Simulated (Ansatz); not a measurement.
## Habitual settings against a tight run: Ti5Al2C3 (R-3m, 10 atoms in the cell)

Self-consistent single point.

```xyz
10
Lattice="1.4991 0.8655 15.8108 -1.4991 0.8655 15.8108 0.0000 -1.7310 15.8108" Properties=species:S:1:pos:R:3 pbc="T T T"
Ti     0.0000     0.0000    23.7163
Ti     0.0000     0.0000    37.2252
Ti     0.0000     0.0000    10.2073
Ti     0.0000     0.0000    32.7352
Ti     0.0000     0.0000    14.6973
Al     0.0000     0.0000    28.2741
Al     0.0000     0.0000    19.1585
C      0.0000     0.0000    40.7931
C      0.0000     0.0000     6.6395
C      0.0000     0.0000     0.0000
```

Level of theory: PBEsol, PAW files made with PBE (plane waves; Ansatz, a first-principles code).

Base settings: basis.ecutwfc = 420 eV; kpoints.mp_grid.grid = 8 8 8; hamiltonian.xc = pbesol; hamiltonian.pseudopotentials = {kind: paw} (the program's default PAW files); scf.occupations.method = cold; scf.occupations.width = 0.05 eV.

Tight run (finer mesh or higher cutoff; not a proven limit): basis.ecutwfc: 420 eV → 590 eV; kpoints.mp_grid.grid: 8 8 8 → 11 11 11; scf.convergence.dr2_threshold: default (1e-07 eV) → 1e-09 eV. It gave Fermi level (on the code's own zero) 12.74 eV; pressure 10.07 GPa; largest force (vector length) 0.779 eV/Å.

Quick runs, as changes from the base:
- A: the base itself
- B: basis.ecutwfc: 420 eV → 295 eV; hamiltonian.xc: pbesol → lda; kpoints.mp_grid.shift: default → 0.5 0.5 0.5; scf.convergence.dr2_threshold: default (1e-07 eV) → 0.001 eV [LDA (PW92)]
- C: basis.ecutwfc: 420 eV → 210 eV; kpoints.mp_grid.grid: 8 8 8 → 4 4 4; hamiltonian.xc: pbesol → lda [LDA (PW92)]
- D: basis.ecutwfc: 420 eV → 295 eV; kpoints.mp_grid.grid: 8 8 8 → 4 4 4; scf.occupations.method: cold → methfessel_paxton; scf.occupations.width: 0.05 eV → 0.136 eV
- E: basis.ecutwfc: 420 eV → 250 eV; kpoints.mp_grid.grid: 8 8 8 → 3 3 3; scf.occupations.method: cold → fermi_dirac; scf.occupations.width: 0.05 eV → 0.5 eV; scf.convergence.dr2_threshold: default (1e-07 eV) → 0.001 eV
- F: basis.ecutwfc: 420 eV → 250 eV; kpoints.mp_grid.grid: 8 8 8 → 1 1 1; scf.occupations.width: 0.05 eV → 0.136 eV

Energies are extrapolated to zero smearing width, which holds to low order in the width alone.

Dashes: energy of B, C, another energy zero.

† marks runs with another functional, U, potentials or spin treatment: their distance from the tight run is not a convergence error alone.

The count of work is k-points × plane waves × bands × iterations; it is no time. 

Pressures in the table are Ansatz's without its Pulay estimate, at a fixed set of plane waves; the tight run's value above holds the estimate.

The starting cell comes from a database of computed structures (which also holds hypothetical and non-ambient phases and stackings), without a prior relaxation at this level. Its lattice was rescaled by a random factor within 2.5 % of one. Spin polarisation is off. In the base run, with a pressure of about 10 GPa the cell is away from its equilibrium volume at this level.

| run | energy less tight (meV/atom) | pressure less tight (GPa) | largest miss in a force vector (eV/Å) | count of work / tight |
|---|---|---|---|---|
| A | 4.6 | -0.12 | 0.125 | 0.29 |
| B† | – | -13.02 | 0.333 | 0.080 |
| C† | – | -88.03 | 0.304 | 0.016 |
| D | 98.4 | -7.68 | 0.271 | 0.029 |
| E | 383.3 | -27.69 | 0.165 | 0.0076 |
| F | 370.2 | -24.29 | 11.652 | 0.0046 |

Among the runs at the tight run's level, the energy misses run from 4.6 to 383.3 meV/atom.

Keys are those of Ansatz 0.2.
